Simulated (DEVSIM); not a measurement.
Device: abrupt CdTe p-n junction, at 350 K.

Layer 1 from the left is CdTe, thickness (μm) 0.320, Na (cm⁻³) 9.4e17, τn (s) 1.5e-8, τp (s) 1.5e-8. Layer 2 from the left is CdTe, thickness (μm) 240, Nd (cm⁻³) 1.3e16, τn (s) 1.5e-8, τp (s) 1.5e-8.

Left contact: ohmic. Right contact: ohmic. Voltage is applied to the left contact. Recombination: SRH at mid-gap, radiative. Mobility is μmin + (μ − μmin)/(1 + (N/Nref)^α).

The device is made up for the run: typed textbook-type constants, with dimensions and the other settings drawn at random. Values at 300 K; Nc and Nv go as T^1.5, mobilities as T to minus their exponent, the gap by Varshni's rule with the affinity fixed.

CdTe: gap (eV) 1.5, affinity (eV) 4.28, permittivity 10.2, Nc (cm⁻³) 8e17, Nv (cm⁻³) 1.8e19, μn (cm²/Vs) 1000, μp (cm²/Vs) 80, μn,min 100, μp,min 10, Nref,n 1e17, Nref,p 1e17, αn 0.6, αp 0.6, T exponent of μn 1.7, T exponent of μp 1.5, B (cm³/s) 1e-10, Varshni α (eV/K) 0.00031, Varshni β (K) 108.

Estimate by hand the built-in potential, the peak field at zero bias, the capacitance at -0.6 V, and compare with a numerical solution.


- Built-in potential: ni = √(Nc Nv) exp(−Eg/2kT) = 9.65e7 cm⁻³ with Eg = 1.485 eV; Vbi = kT/q ln(Na Nd/ni²) = 1.258 V; numerical 1.258 V.
- Peak field at zero bias: depletion approximation: W = √(2εVbi/(qN)) = 0.333 μm with N = 1.28e16 cm⁻³; field = 2Vbi/W = 75700 V/cm; numerical 87200 V/cm (estimate below by 13 %).
- Capacitance at -0.6 V: C = √(qεN / 2(Vbi + |V|)) = 22.3 nF/cm²; numerical 22.8 nF/cm² (estimate below by 2.0 %).

Model (solved in DEVSIM): 1D drift-diffusion, Boltzmann statistics, complete ionisation; no tunnelling, impact ionisation, image-force lowering or self-heating.
